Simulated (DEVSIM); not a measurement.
System: abrupt Si n-p junction, at 300 K.

| layer (left to right) | material | thickness (μm) | Nd (cm⁻³) | Na (cm⁻³) | τn (s) | τp (s) |
|---|---|---|---|---|---|---|
| 1 | Si | 23.0 | 1.2e15 | - | 7.9e-5 | 7.9e-5 |
| 2 | Si | 24.0 | - | 4.8e17 | 7.9e-5 | 7.9e-5 |

Left contact: ohmic. Right contact: ohmic. Voltage is applied to the left contact. Recombination: SRH at mid-gap. Gap narrowing is on: ΔEg = 6.92 meV × (l + √(l² + 0.5)), l = ln(N/1.3e17 cm⁻³), shared equally by both band edges. Mobility is μmin + (μ − μmin)/(1 + (N/Nref)^α).

This is a model device: material constants are rounded textbook-type values typed into the input, and sizes, dopings and lifetimes were drawn at random. Values at 300 K.

```csv
parameter,Si
gap (eV),1.124
affinity (eV),4.05
permittivity,11.7
Nc (cm⁻³),2.86e19
Nv (cm⁻³),3.1e19
μn (cm²/Vs),1417
μp (cm²/Vs),470
"μn,min",52
"μp,min",45
"Nref,n",9.7e16
"Nref,p",2.2e17
αn,0.68
αp,0.72
```

Simulated with DEVSIM: 1D drift-diffusion, Boltzmann statistics, complete ionisation; no tunnelling, impact ionisation, image-force lowering or self-heating.

### Question
Give the dark reverse current.

### Answer

```json
[
 {"V (V)": "0.04", "J (A/cm²)": "1.4e-10"},
 {"V (V)": "0.10", "J (A/cm²)": "2.2e-10"},
 {"V (V)": "0.20", "J (A/cm²)": "3.1e-10"},
 {"V (V)": "0.30", "J (A/cm²)": "3.9e-10"},
 {"V (V)": "0.40", "J (A/cm²)": "4.6e-10"},
 {"V (V)": "0.60", "J (A/cm²)": "5.9e-10"},
 {"V (V)": "0.80", "J (A/cm²)": "7.0e-10"},
 {"V (V)": "1.00", "J (A/cm²)": "8.1e-10"},
 {"V (V)": "1.30", "J (A/cm²)": "9.5e-10"},
 {"V (V)": "1.60", "J (A/cm²)": "1.1e-9"},
 {"V (V)": "2.00", "J (A/cm²)": "1.2e-9"}
]
```
